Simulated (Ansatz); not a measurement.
Take InP in the zinc blende structure (space group F-43m, No. 216; a = 5.878 Å) as the base.

Levels (all Ansatz, an electronic-structure program, PAW): PBEsol (420 eV, no spin-orbit coupling); HSE06 (420 eV, no spin-orbit coupling).

The geometry is relaxed with PBEsol.

| Quantity | Result |
|---|---|
| PBEsol lowest conduction level above the VBM at special points | Γ 0.57 eV; L 1.38 eV; X 1.65 eV |

**Question.** Predict the lowest conduction level above the VBM at special points from HSE06.

**Answer.** The lowest conduction level above the VBM at special points becomes Γ 1.45 eV; L 2.23 eV; X 2.38 eV (PBEsol: Γ 0.57 eV; L 1.38 eV; X 1.65 eV).

Single points use the geometry relaxed with PBEsol. The levels and masses belong to the bands next to the band gap. Whether these cells are dynamically stable was not tested.
